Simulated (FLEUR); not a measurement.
A self-consistent single point of MgNiF6 (R-3, 8 atoms in the cell) with FLEUR.

Computed with FLEUR with PBEsol, all-electron FLAPW (FLEUR), scalar-relativistic valence.

```
MgNiF6
1.0
    2.40148     1.38649     4.35708
   -2.40148     1.38649     4.35708
    0.00000    -2.77298     4.35708
Mg Ni F
1 1 6
Direct
  0.50000   0.50000   0.50000
  0.00000   0.00000   0.00000
  0.37297   0.76937   0.09415
  0.62703   0.23063   0.90585
  0.09415   0.37297   0.76937
  0.90585   0.62703   0.23063
  0.76937   0.09415   0.37297
  0.23063   0.90585   0.62703
```

Reference input (self-consistent single point, DFT, LDA (Perdew-Zunger), all-electron FLAPW (FLEUR), scalar-relativistic valence): Kmax = 4.7 1/bohr; GmaxXC = 18.8 1/bohr; xcFunctional = pz; jspins = 1; l_soc = F; mode = hist; fermiSmearingEnergy = 0.00499791 Htr; mesh (inpgen div1-3) = 6 6 6; inpgen gamma flag = true; Gmax = 18.8 1/bohr; numbands = 0; maxIterBroyd = 40. This run's input differs from it in these lines:

```diff
@@ -20,3 +20,3 @@
 &comp jspins=1 /
-&exco xctyp='pz' /
+&exco xctyp='PBEs' /
 &kpt div1=6 div2=6 div3=6 gamma=t /
@@ -33,3 +33,3 @@
       <coreElectrons ctail="T" frcor="F" kcrel="0" coretail_lmax="0"/>
-      <xcFunctional name="pz" relativisticCorrections="F"/>
+      <xcFunctional name="PBEs" relativisticCorrections="F"/>
       <magnetism jspins="1"/>
```

Output (repeated stretches shortened):

```
 Iteration:     1   Distance:      38.14050441 me/bohr^3
 Iteration:     2   Distance:      32.79873869 me/bohr^3
 Iteration:     3   Distance:      21.87053870 me/bohr^3
 Iteration:     4   Distance:      42.21185195 me/bohr^3
 Iteration:     5   Distance:       9.41286138 me/bohr^3
   [... 11 lines left out ...]
 Iteration:    17   Distance:       0.00009915 me/bohr^3
 Iteration:    18   Distance:       0.00007276 me/bohr^3
 Iteration:    19   Distance:       0.00001597 me/bohr^3
 Iteration:    20   Distance:       0.00000090 me/bohr^3
 Reset of history
 Run finished successfully
 Stop message:
   Structural relaxation: new displacements generated

[file out, last iteration]
             iter=     21
[...]
          total density-effective poten   -3.6198955823E+03
          total charge density-energy d   -1.3852777480E+02
 Updated energy parameters for spin:           1
[...]
 fermi energy and band-weighting factors:

[...]
FERMIE:
          first approx. to ef    (T=0)  :   0.055354 htr   (energy of the highest occ. eigenvalue)
          number of occ. states  (T=0)  :       1360
          first approx. to seigv (T=0)  : -37.651353 htr
          sum of weights of occ. states :  34.000000
          sum of semicore charge        :   0.000000 e
FERHIS:  Fermi-Energy by histogram:
          bandgap                     :   0.048567 htr
   [... lines left out ...]
          charge neutrality (T=0)     :   0.000000    (zero if the highest occ. eigenvalue is "entirely" occupied)
     EF_NEWTON:  Adjust Fermi-Energy by Newton-Method.
 Direct bandgap for spin            1 :    4.8800545334685572E-002  Htr
 ---->    free energy=                     -2316.7219901073 htr
   [... lines left out ...]
 TOTAL FORCE FOR ATOM TYPE=  1  X=  0.000   Y=  0.000   Z= 12.351
                       FX_TOT= 0.000000 FY_TOT= 0.000000 FZ_TOT= 0.000000
 TOTAL FORCE FOR ATOM TYPE=  2  X=  0.000   Y=  0.000   Z=  0.000
                       FX_TOT= 0.000000 FY_TOT= 0.000000 FZ_TOT= 0.000000
 TOTAL FORCE FOR ATOM TYPE=  3  X=  2.739   Y= -0.120   Z=  1.947
                       FX_TOT=-0.001944 FY_TOT=-0.001170 FZ_TOT= 0.000273
```

The run converged in 20 iterations. FLEUR gives forces in its relaxation mode, with a further iteration, so its stop message speaks of a relaxation. Against the reference run the largest force goes from 0.292 to 0.118 eV/Å and the gap on the mesh goes from 1.227 to 1.322 eV.

The starting cell comes from a database of computed structures (which also holds hypothetical and non-ambient phases and stackings), without a prior relaxation at this level. Values depend on the basis (sphere radii, cutoffs, local orbitals), which need not be converged.

Cost on one core of a shared machine: roughly 7 min.
